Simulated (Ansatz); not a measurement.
Pressure series in Sr3AsN

Consider Sr3AsN in the anti-perovskite structure (space group Pm-3m, No. 221; a = 5.041 Å; a cell from a computed database, its experimental status unchecked).

Cell and atoms are relaxed at each pressure.

Calculations: Ansatz (a first-principles code), PBEsol, PAW, cutoff 420 eV, no spin-orbit coupling.

Candidates:
(a) pressure 0.7 GPa
(b) pressure −1 GPa
(c) pressure 10 GPa
(d) pressure 5 GPa

For the base:

| Quantity | Result |
|---|---|
| Band gap | 0.38 eV |

Question: Order them by band gap, lowest first.

Answer: (c) pressure 10 GPa (zero), (d) pressure 5 GPa (0.17 eV), (a) pressure 0.7 GPa (0.35 eV), (b) pressure −1 GPa (0.42 eV)

A case with no gap was solved on a k-mesh chosen for an insulator, which is coarse for it. Load acts through the strain it causes; cell and atoms are relaxed under it. Whether these cells are dynamically stable was not tested. No other phases were tried under pressure. The final runs are not spin-polarised. The zero or small gap of Sr3AsN under pressure 10 GPa and Sr3AsN under pressure 5 GPa can change with the level of theory.
